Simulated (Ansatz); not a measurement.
Density of states of TiPd (Pm-3m) near the Fermi level, PBEsol, rigid bands in Ansatz (an electronic-structure program).

```
E − E_F (eV) | states/eV/cell
    -1.95 | #### 0.67
    -1.85 | #### 0.69
    -1.75 | #### 0.73
    -1.65 | #### 0.72
    -1.55 | #### 0.72
    -1.45 | #### 0.71
    -1.35 | #### 0.68
    -1.25 | #### 0.66
    -1.15 | #### 0.71
    -1.05 | ##### 0.89
    -0.95 | ####### 1.21
    -0.85 | ######### 1.43
    -0.75 | ######### 1.52
    -0.65 | ########## 1.60
    -0.55 | ########## 1.73
    -0.45 | ########### 1.84
    -0.35 | ############ 2.01
    -0.25 | ############# 2.24
    -0.15 | ############### 2.54
    -0.05 | ################## 3.00
     0.05 | ################### 3.18
     0.15 | ###################### 3.60
     0.25 | ####################### 3.75
     0.35 | ####################### 3.88
     0.45 | ############################## 4.99
     0.55 | ####################### 3.80
     0.65 | #################### 3.40
     0.75 | ####################### 3.81
     0.85 | ###################### 3.59
     0.95 | ################# 2.84
     1.05 | ################ 2.68
     1.15 | ############# 2.13
     1.25 | ########### 1.77
     1.35 | ######### 1.58
     1.45 | ######### 1.49
     1.55 | ######### 1.48
     1.65 | ############ 1.97
     1.75 | ################ 2.63
     1.85 | ######################## 4.05
     1.95 | ############################ 4.59
```

Question: With 2 atoms a cell, what bare Sommerfeld coefficient γ = (π²/3) k_B² N(E_F) follows?

Answer: N(E_F) ≈ 3.1 states/eV a cell at 300 K, so γ ≈ 3.7 mJ/(mol of atoms·K²), before electron-phonon enhancement.

Question: How far does the Fermi level move in a rigid band for 0.1 electron a cell added or removed?

Answer: 32 meV and -32 meV.

A metal at this level (no band gap); rigid bands, thermally averaged at 300 K, both spins. Spin-orbit coupling is left out. Geometry: cell and atoms relaxed with PBEsol.

Formula and space group known from diffraction (Crystallography Open Database), not checked to be the room-temperature form: TiPd (Pm-3m).
